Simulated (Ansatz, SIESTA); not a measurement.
An Ansatz (a program for electronic structure) input for a self-consistent single point of HfB2 (P6/mmm, 3 atoms in the cell) (DFT, PBE, plane waves, default PAW files):

Ansatz 0.2 input:
```yaml
crystal:
  lattice:
    - [3.179670, 0.000000, 0.000000]
    - [-1.589835, 2.753675, 0.000000]
    - [0.000000, 0.000000, 3.531398]
  atoms:
    - { symbol: Hf, position: [0.000000, 0.000000, 0.000000] }
    - { symbol: B, position: [0.333333, 0.666667, 0.500000] }
    - { symbol: B, position: [0.666667, 0.333333, 0.500000] }
kpoints:
  mp_grid: { grid: [8, 8, 6] }
hamiltonian:
  xc: pbe
  pseudopotentials: { kind: paw }
scf:
  occupations: { method: fermi_dirac, width: 0.1 }
output:
  forces: true
  eigenvalues: true
  stress: true
```

Problem. Give the SIESTA input for the same structure, mesh, smearing and functional.

Solution. This is the input that was run; spellings and numerical settings could be chosen otherwise.

```
# files in the folder: Hf.psml B.psml (PseudoDojo PBE standard)
SystemName  HfB2
SystemLabel HfB2

NumberOfAtoms                3
NumberOfSpecies              2
%block ChemicalSpeciesLabel
  1 72 Hf
  2 5 B
%endblock ChemicalSpeciesLabel
LatticeConstant              1.0 Ang
%block LatticeVectors
     3.179670000    0.000000000    0.000000000
    -1.589835000    2.753675000    0.000000000
     0.000000000    0.000000000    3.531398000
%endblock LatticeVectors
AtomicCoordinatesFormat      Bohr
%block AtomicCoordinatesAndAtomicSpecies
     0.000000000    0.000000000    0.000000000  1
    -0.000003004    3.469129459    3.336687529  2
     3.004355738    1.734562128    3.336687529  2
%endblock AtomicCoordinatesAndAtomicSpecies

XC.functional                GGA
XC.authors                   PBE
PAO.BasisSize                DZP
PAO.EnergyShift              0.005 Ry
MeshCutoff                   350 Ry
%block kgrid.MonkhorstPack
    8   0   0  0.0
    0   8   0  0.0
    0   0   6  0.0
%endblock kgrid.MonkhorstPack
OccupationFunction           FD
ElectronicTemperature        0.1 eV

MaxSCFIterations             150
SCF.Mixer.Method             Pulay
SCF.Mixer.Weight             0.1
SCF.Mixer.History            8
SCF.DM.Tolerance             1.0E-04
Diag.ParallelOverK           true
WriteForces                  true
Charge.Mulliken              end
```

Basis settings and potentials, where a program has them, do not carry over. This input uses DFT, GGA PBE, numerical atomic orbitals DZP, PseudoDojo PBE standard norm-conserving potentials (rewritten from UPF to PSML). Both were run: pressure -8.16 GPa in Ansatz and -8.02 in SIESTA. Ansatz's pressure is the one without its finite-basis correction.

On SIESTA: the starting cell comes from a database of computed structures (which also holds hypothetical and non-ambient phases and stackings), without a prior relaxation at this level. Its lattice was rescaled by a random factor within 2.5 % of one. Values carry the incompleteness of an atom-centred basis. With a pressure of about -8 GPa the cell is away from its equilibrium volume at this level.

On Ansatz: the starting cell comes from a database of computed structures (which also holds hypothetical and non-ambient phases and stackings), without a prior relaxation at this level. Its lattice was rescaled by a random factor within 2.5 % of one. With a pressure of about -8 GPa the cell is away from its equilibrium volume at this level.
